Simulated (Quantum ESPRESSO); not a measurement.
Input and output of a self-consistent single point for NbAs (I4_1md, 4 atoms in the cell) (Quantum ESPRESSO).

Level of theory: PBE, GBRV 1.5 ultrasoft (PBE) pseudopotentials (plane waves; Quantum ESPRESSO 7.5).

The change in words: lattice scaled by 0.98. Reference geometry:
```
CELL_PARAMETERS angstrom
      1.73327    -1.73327     5.90503
      1.73327     1.73327     5.90503
     -1.73327    -1.73327     5.90503
ATOMIC_POSITIONS crystal
  Nb 0.00000 0.74972 0.74972
  Nb 0.50000 0.99972 0.49972
  As 0.00000 0.16728 0.16728
  As 0.50000 0.41728 0.91728
```

Reference input (self-consistent single point, DFT, PBE, plane waves, GBRV 1.5 ultrasoft (PBE) pseudopotentials): ecutwfc = 40 Ry; ecutrho = 320 Ry; occupations = smearing; smearing = fd; degauss = 0.0036749 Ry; potentials = {Nb: nb_pbe_v1.uspp.F.UPF, As: as_pbe_v1.uspp.F.UPF}; K_POINTS = automatic 8 8 8 0 0 0; conv_thr = 1e-10 Ry; mixing_beta = 0.7. This run's input differs from it in these lines:

```diff
@@ -9,4 +9,4 @@
     ibrav = 7,
-    celldm(1) = 6.5508112001,
-    celldm(3) = 3.406872558805,
+    celldm(1) = 6.4197964878,
+    celldm(3) = 3.406871521042,
     nat = 4,
@@ -27,6 +27,6 @@
 ATOMIC_POSITIONS angstrom
-Nb    0.0000000000    0.0000000000    8.8542381832
-Nb    0.0000000000    1.7332700000    5.9017231832
-As    0.0000000000    0.0000000000    1.9755868368
-As   -1.7332700000    0.0000000000    4.9281018368
+Nb    0.0000000000    0.0000000000    8.6771528198
+Nb    0.0000000000    1.6986050000    5.7836883198
+As    0.0000000000    0.0000000000    1.9360749662
+As   -1.6986050000    0.0000000000    4.8295394662
 K_POINTS automatic
```

Output (repeated stretches shortened):

```
     Self-consistent Calculation

     iteration #  1     ecut=    40.00 Ry     beta= 0.70

     total energy              =    -316.40774444 Ry
     estimated scf accuracy    <       0.41244157 Ry

     iteration #  2     ecut=    40.00 Ry     beta= 0.70

     total energy              =    -316.48180332 Ry
     estimated scf accuracy    <       0.53671346 Ry

     iteration #  3     ecut=    40.00 Ry     beta= 0.70

     total energy              =    -316.59303379 Ry
     estimated scf accuracy    <       0.00147062 Ry

   [... 5 blocks of this kind left out ...]

     iteration #  9     ecut=    40.00 Ry     beta= 0.70

     total energy              =    -316.59710785 Ry
     estimated scf accuracy    <          5.8E-09 Ry

     iteration # 10     ecut=    40.00 Ry     beta= 0.70
     End of self-consistent calculation

     the Fermi energy is    15.1995 ev

!    total energy              =    -316.59710785 Ry
     estimated scf accuracy    <          9.8E-11 Ry
     smearing contrib. (-TS)   =      -0.00062243 Ry
     internal energy E=F+TS    =    -316.59648543 Ry

     convergence has been achieved in  10 iterations

     Forces acting on atoms (cartesian axes, Ry/au):

     atom    1 type  1   force =     0.00000000    0.00000000   -0.00258307
     atom    2 type  1   force =     0.00000000    0.00000000   -0.00258307
     atom    3 type  2   force =     0.00000000    0.00000000    0.00258307
     atom    4 type  2   force =     0.00000000    0.00000000    0.00258307

     Total force =     0.005166     Total SCF correction =     0.000000

          total   stress  (Ry/bohr**3)                   (kbar)     P=      119.46
   0.00086916   0.00000000  -0.00000000          127.86        0.00       -0.00
   0.00000000   0.00086916   0.00000000            0.00      127.86        0.00
  -0.00000000   0.00000000   0.00069789           -0.00        0.00      102.66

   JOB DONE.
```

The run converged in 10 iterations. Against the reference run the free energy rises by 39.0 meV/atom, the pressure goes from 0.44 to 11.95 GPa and the largest force goes from 0.035 to 0.066 eV/Å.

The starting cell comes from a database of computed structures (which also holds hypothetical and non-ambient phases and stackings), without a prior relaxation at this level. For this run, on top of that: lattice scaled by 0.98. Spin polarisation is off. With a pressure of about 12 GPa the cell is away from its equilibrium volume at this level.

Cost on one core of a shared machine: roughly 2 min.
